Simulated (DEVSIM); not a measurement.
Device: Au/SiON/p-InP capacitor, at 450 K.

```
layer (left to right)  material  thickness (nm)  Na (cm⁻³)
---------------------  --------  --------------  ---------
1                          SiON            3.70          -
2                           InP            4800     1.7e16
```

Metal gate on the left, work function 5.1 eV. Fixed charge at the semiconductor interface -6.4e11 cm⁻² (in units of +e); no interface traps.

This is a model device: material constants are rounded textbook-type values typed into the input, and sizes, dopings and lifetimes were drawn at random. Values at 300 K; Nc and Nv go as T^1.5, mobilities as T to minus their exponent, the gap by Varshni's rule with the affinity fixed.

| parameter | SiON | InP |
|---|---|---|
| gap (eV) | 7 | 1.344 |
| affinity (eV) | 1.4 | 4.38 |
| permittivity | 5.5 | 12.5 |
| Nc (cm⁻³) | - | 5.7e17 |
| Nv (cm⁻³) | - | 1.1e19 |
| Varshni α (eV/K) | - | 0.000363 |
| Varshni β (K) | - | 162 |

Simulated with DEVSIM: 1D Poisson equation in equilibrium, Boltzmann statistics, complete ionisation; no quantum confinement or tunnelling. Metal contacts follow the ideal Schottky-Mott rule: no Fermi-level pinning, no interface dipoles.

### Question
Tabulate band edges, carrier densities and field at 0.3 V on the gate.

### Answer
Energies count from the Fermi level of the right contact; mesh points crowd at the junctions.

| x (μm) | Ec (eV) | Ev (eV) | n (cm⁻³) | p (cm⁻³) | field (V/cm) |
|---|---|---|---|---|---|
| 0.000 | 3.400 | -3.600 | < 1e2 | < 1e2 | 320000 |
| 0.001054 | 3.433 | -3.567 | < 1e2 | < 1e2 | 320000 |
| 0.002379 | 3.475 | -3.525 | < 1e2 | < 1e2 | 320000 |
| 0.003498 | 3.511 | -3.489 | < 1e2 | < 1e2 | 320000 |
| 0.005247 | 0.544 | -0.750 | 8.4e11 | 8.0e10 | 46000 |
| 0.008442 | 0.559 | -0.736 | 5.8e11 | 1.2e11 | 46000 |
| 0.01541 | 0.590 | -0.705 | 2.6e11 | 2.6e11 | 44000 |
| 0.03810 | 0.683 | -0.611 | 2.3e10 | 2.9e12 | 38000 |
| 0.08007 | 0.822 | -0.472 | 6.5e8 | 1.0e14 | 28000 |
| 0.1716 | 0.982 | -0.313 | 1.1e7 | 6.4e15 | 8300 |
| 0.3710 | 1.020 | -0.275 | 4000000 | 1.7e16 | 76 |
| 1.021 | 1.020 | -0.275 | 3900000 | 1.7e16 | ≈ 0 |
| 2.223 | 1.020 | -0.275 | 3900000 | 1.7e16 | ≈ 0 |
| 3.586 | 1.020 | -0.275 | 3900000 | 1.7e16 | ≈ 0 |
| 4.378 | 1.020 | -0.275 | 3900000 | 1.7e16 | ≈ 0 |
| 4.609 | 1.020 | -0.275 | 3900000 | 1.7e16 | ≈ 0 |
| 4.712 | 1.020 | -0.275 | 3900000 | 1.7e16 | ≈ 0 |
| 4.762 | 1.020 | -0.275 | 3900000 | 1.7e16 | ≈ 0 |
| 4.790 | 1.020 | -0.275 | 3900000 | 1.7e16 | ≈ 0 |
| 4.798 | 1.020 | -0.275 | 3900000 | 1.7e16 | ≈ 0 |
| 4.802 | 1.020 | -0.275 | 3900000 | 1.7e16 | ≈ 0 |
| 4.804 | 1.020 | -0.275 | 3900000 | 1.7e16 | ≈ 0 |
